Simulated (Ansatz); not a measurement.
ZrAu₂ (I4/mmm, No. 139; cell taken from a computed entry) was calculated with PBEsol in Ansatz (PAW).

Run with plane-wave cutoff 520 eV, 22×22×22 k mesh, Fermi–Dirac smearing 0.05 eV, scalar-relativistic PAW data made under PBE.

Cell (relaxed at this level):

```
Au2Zr
1.0
   -1.77122     1.77122     4.36502
    1.77122    -1.77122     4.36502
    1.77122     1.77122    -4.36502
Zr Au
1 2
Direct
  0.00000   0.00000   0.00000
  0.66863   0.66863   0.00000
  0.33137   0.33137   0.00000
```

**Question.** Give the computed bulk modulus.

**Answer.** 
- bulk modulus: 166 GPa

The run finds no gap.

Note: the bulk modulus is −V dP/dV from two relaxed cells at ±2 % in volume; the relaxation could not lower the start's symmetry, so the cell can be a saddle point above a distorted one.

Spin–orbit coupling is not included; it can shift volumes and moduli of such heavy elements.

The computed numbers hold no vibrational or temperature effects.

The result took very roughly 14 core-minutes.

Ansatz is a program for electronic structure.
